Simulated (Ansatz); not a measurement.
The structure below was relaxed with Ansatz (a first-principles code) LDA, no SOC, at pressure 30 GPa.

```xyz
2
Lattice="0.0000 2.2501 2.2501 2.2501 0.0000 2.2501 2.2501 2.2501 0.0000" Properties=species:S:1:pos:R:3 pbc="T T T"
B      0.0000     0.0000     0.0000
As     1.1251     1.1251     1.1251
```

Question: Find the space group and the Wyckoff positions.

Answer: Space group F-43m (No. 216); a = 4.500 Å, b = 4.500 Å, c = 4.500 Å, α = 90.00°, β = 90.00°, γ = 90.00°

```json
[
 {"atom": "B", "site": "4a", "symmetry": "-43m", "x": "0.0000", "y": "0.0000", "z": "0.0000"},
 {"atom": "As", "site": "4d", "symmetry": "-43m", "x": "0.7500", "y": "0.7500", "z": "0.7500"}
]
```

Question: Describe the coordination.

Answer: The crystal has 8 atoms in its conventional cell. Cell: a = 4.500 Å, b = 4.500 Å, c = 4.500 Å, α = 90.00°, β = 90.00°, γ = 90.00°. B is surrounded by 4 As at 1.949 Å (tetrahedral). As sees 4 B at 1.949 Å (tetrahedral). (Neighbours: up to the widest gap in distance over summed covalent radii, below 1.35, at either atom.)

Load acts through the strain it causes; cell and atoms are relaxed under it. Whether these cells are dynamically stable was not tested. Competing high-pressure phases were not computed. The cell was made from BAs in the zinc blende structure (space group F-43m, No. 216) by this change: pressure 30 GPa.
